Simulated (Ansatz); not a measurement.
Rock-salt LaS was calculated with PBEsol (Ansatz, a first-principles code, plane waves, PAW).

Settings: plane-wave cutoff 520 eV, 16×16×16 k mesh, Fermi–Dirac smearing 0.05 eV, scalar-relativistic PAW data made under PBE.

Energies at three volumes about the minimum:

| V (Å³/atom) | E − E_lowest (meV/atom) |
|---|---|
| 23.969 | 2.83 |
| 24.458 | 0.00 |
| 24.948 | 2.64 |

Q: Fit a parabola by hand: where is the minimum, what lattice constant follows, and what is the bulk modulus?

A: Slopes: (0.00 − 2.83)/(24.458 − 23.969) = -5.787 and (2.64 − 0.00)/(24.948 − 24.458) = 5.388 meV/Å³. Curvature E″ = 2 × (5.388 − (-5.787))/(24.948 − 23.969) = 22.829 meV/Å⁶. From the middle of the first interval, the slope vanishes at V0 = 24.2135 − (-5.787)/22.829 = 24.467 Å³/atom. B = V0 E″ = 24.467 × 22.829 meV/Å³ × 0.1602 GPa per meV/Å³ = 89.5 GPa. With 8 atoms in the cube, a = (8 × 24.467)^(1/3) = 5.806 Å. The full Birch–Murnaghan fit to all volumes gives V0 = 24.458 Å³/atom and B0 = 89.5 GPa.

Note: the relaxation could not lower the start's symmetry, so the cell can be a saddle point above a distorted one.
